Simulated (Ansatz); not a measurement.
Effective masses and thermopower of ZnSe under load (space group I-4m2)

Data:

```yaml
crystal:
  lattice:
    - [0.00000, 2.81362, 2.88552]
    - [2.81362, 0.00000, 2.88552]
    - [2.81362, 2.81362, 0.00000]
  atoms:
    - { symbol: Zn, position: [0.00000, 0.00000, 0.00000] }
    - { symbol: Se, position: [0.75000, 0.75000, 0.75000] }
```

Computed with r2SCAN with spin-orbit coupling, rigid bands (plane waves, PAW; Ansatz, a program for electronic structure). Condition of this run: uniaxial stress zz = -1 GPa (compression positive) (the target of the relaxation). How the cell was made: cell and atoms relaxed with r2SCAN, then loaded as said.

The band gap is 1.69 eV. The electron conductivity mass (300 K, dilute) is 0.132 mₑ. The hole conductivity mass (300 K, dilute) is 0.61 (x), 0.61 (y), 0.79 (z) mₑ and the effective density of states N_c (300 K) comes out as 1.2e18 cm⁻³. The effective density of states N_v (300 K) is 1.2e19 cm⁻³. The density-of-states mass, electrons is 0.132 mₑ, the density-of-states mass, holes comes out as 0.60 mₑ and the Seebeck coefficient, n-type 1e19 cm⁻³, 300 K is -81 μV/K. The Seebeck coefficient, p-type 1e19 cm⁻³, 300 K comes out as 283 μV/K. The best p-type power factor at 300 K for τ = 10 fs (best axis; densities from 1e16 to 1e21 cm⁻³ tried, whether or not they can be reached) is 7.1 μW/(cm·K²) at 3e20 cm⁻³.

Rigid bands; masses and Seebeck coefficients take one relaxation time τ for all states and one kind of carrier; polarons and phonon drag are left out.
